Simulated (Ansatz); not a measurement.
```yaml
crystal:
  lattice:
    - [4.33695, 0.00000, 0.00000]
    - [0.00000, 4.33695, 0.00000]
    - [0.00000, 0.00000, 4.33695]
  atoms:
    - { symbol: Tl, position: [0.00000, 0.00000, 0.00000] }
    - { symbol: I, position: [0.50000, 0.50000, 0.50000] }
```

No spin polarisation.

Level of theory: plane-wave PAW DFT at the r2SCAN level (Ansatz, a first-principles code, 500 eV), without spin-orbit coupling. k-mesh 8×8×8 (Γ-centred); smearing 0.05 eV (Fermi–Dirac).

Q: Predict the electron mass and pressure.

A: 
* **Electron mass (degenerate bands, along [100])**: 0.31, 0.33, 0.33 mₑ (at R)
* **Pressure**: -1.10 GPa

Spin-orbit coupling, missing from the scalar runs, can matter with I and Tl. The levels and masses belong to the bands next to the band gap. The cells carry an imposed strain or load. Masses are band curvatures over ±0.01 Å⁻¹ around the edge. Whether these cells are dynamically stable was not tested. The cell was made from TlI in the CsCl type structure (space group Pm-3m, No. 221; a model cell) by this change: isotropic strain +2.16 %.
